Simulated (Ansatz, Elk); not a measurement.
An Ansatz (a quantum-chemistry and plane-wave program) input for a self-consistent single point of Ba (Im-3m, 1 atom in the cell) (DFT, PBE, plane waves, default PAW files):

Ansatz 0.2 input:
```yaml
crystal:
  lattice:
    - [-2.508750, 2.508750, 2.508750]
    - [2.508750, -2.508750, 2.508750]
    - [2.508750, 2.508750, -2.508750]
  atoms:
    - { symbol: Ba, position: [0.000000, 0.000000, 0.000000] }
basis:
  ecutwfc: 420.0 eV
kpoints:
  mp_grid: { grid: [12, 12, 12] }
hamiltonian:
  xc: pbe
  pseudopotentials: { kind: paw }
scf:
  occupations: { method: fermi_dirac, width: 0.05 eV }
output:
  forces: true
  eigenvalues: true
  stress: true
```

Problem. Write the same calculation as an input for Elk.

Solution. This is the input that was run; spellings and numerical settings could be chosen otherwise.

```
tasks
  0

xctype
  20

swidth
  0.00183747

maxscl
  100

scale
  8.21139379

avec
   -0.5773502692    0.5773502692    0.5773502692
    0.5773502692   -0.5773502692    0.5773502692
    0.5773502692    0.5773502692   -0.5773502692

atoms
  1
  'Ba.in'
  1
  0.0000000000  0.0000000000  0.0000000000    0.0 0.0 0.0

ngridk
  12 12 12
```

Basis settings and potentials, where a program has them, do not carry over. This input uses DFT, PBE, all-electron FP-LAPW, Elk's shipped species files, default APW+lo basis.

The starting cell has typed, rounded lattice constants, without a prior relaxation at this level. Its lattice was rescaled by a random factor within 2.5 % of one. For this run, on top of that: lattice scaled by 0.98.
